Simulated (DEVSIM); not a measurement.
Device: abrupt Si n-p junction, at 300 K.

```
layer (left to right)  material  thickness (μm)  Nd (cm⁻³)  Na (cm⁻³)  τn (s)  τp (s)
---------------------  --------  --------------  ---------  ---------  ------  ------
1                            Si            20.0     1.7e18          -  1.4e-5  1.4e-5
2                            Si            1.30          -     4.2e17  1.4e-5  1.4e-5
```

Left contact: ohmic. Right contact: ohmic. Voltage is applied to the left contact. Recombination: SRH at mid-gap, radiative. Mobility is μmin + (μ − μmin)/(1 + (N/Nref)^α).

This is a model device: material constants are rounded textbook-type values typed into the input, and sizes, dopings and lifetimes were drawn at random. Values at 300 K.

```csv
parameter,Si
gap (eV),1.124
affinity (eV),4.05
permittivity,11.7
Nc (cm⁻³),2.86e19
Nv (cm⁻³),3.1e19
μn (cm²/Vs),1417
μp (cm²/Vs),470
"μn,min",52
"μp,min",45
"Nref,n",9.7e16
"Nref,p",2.2e17
αn,0.68
αp,0.72
B (cm³/s),4.7e-15
```

Simulated with DEVSIM: 1D drift-diffusion, Boltzmann statistics, complete ionisation; no tunnelling, impact ionisation, image-force lowering or self-heating.

The thickness of layer 2 was swept, all else fixed.

```tsv
thickness of layer 2 (μm)	dark forward voltage at 1 A/cm² (V)	dark forward voltage at 100 A/cm² (V)
0.26	0.636	0.760
0.45	0.652	0.776
0.78	0.666	0.790
1.3	0.680	0.803
2.2	(withheld)	(withheld)
3.9	0.708	0.832
6.5	0.721	0.845
```

Problem. What belongs in the gaps?

Solution. 
- 2.2, dark forward voltage at 1 A/cm² (V): 0.694
- 2.2, dark forward voltage at 100 A/cm² (V): 0.818
